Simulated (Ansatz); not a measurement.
Take WC (space group P-6m2, No. 187; a = 2.899 Å, c = 2.827 Å; relaxed with 0.1 eV smearing) as the base. Axes: x lies along a and z along c of the hexagonal cell.

The values are results of Ansatz (a program for electronic structure) PBEsol, scalar-relativistic without spin-orbit coupling, not measurements.

Perturbation: uniaxial strain ε_zz = +3.00 %, all other strain components held at zero, atoms relaxed at fixed cell.

Q: Predict the stress tensor and what it implies for the stiffness.

A: Stress of the strained cell less that of the base (GPa, compression positive):
```
   -5.0     0.0     0.0
    0.0    -5.0     0.0
    0.0     0.0   -26.9
```

Then −Δσ_ii/ε with ε = 0.0300 gives secant stiffness values (nonlinear terms included at this strain): C33 ≈ 898 GPa, C13 ≈ 167 GPa and C23 ≈ 167 GPa.

As a check, the harmonic strain energy −½ V₀ Δσ:ε is 26 meV/atom; the computed energy rise is 27 meV/atom.

No phonon test of stability was made. The final runs are not spin-polarised.
